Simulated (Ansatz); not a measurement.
The starting structures come from a database of crystals and need not be the phases stable at ambient conditions.

By PBEsol, the system below comes out a metal.

A figure of merit of an interconnect metal is its ballistic conductance per area.

Here is the system:

```yaml
crystal:
  lattice:
    - [2.88362, 0.00000, 0.00000]
    - [0.00000, 9.36971, 0.00000]
    - [1.44181, 0.00000, 2.44832]
  atoms:
    - { symbol: Al, position: [0.00000, 0.00000, 0.00000] }
    - { symbol: Al, position: [0.00000, 0.50000, 0.00000] }
    - { symbol: Al, position: [0.33333, 0.75000, 0.33333] }
    - { symbol: Al, position: [0.66667, 0.25000, 0.66667] }
```

Space group of this cell: Cmcm. The cell is strained (lengths across the current scaled by 1.02, ions clamped); by PBEsol its mean pressure is -1.4 GPa.

The current flows along the normal of the first two printed cell vectors. No spin-orbit coupling; the value is a mean over 0.1 eV about the Fermi level.

**Question.** Give the ballistic conductance per area that PBEsol (Ansatz, a quantum-chemistry and plane-wave program) yields.

**Answer.** 1.3 × 10¹⁵ S/m² for both spins.
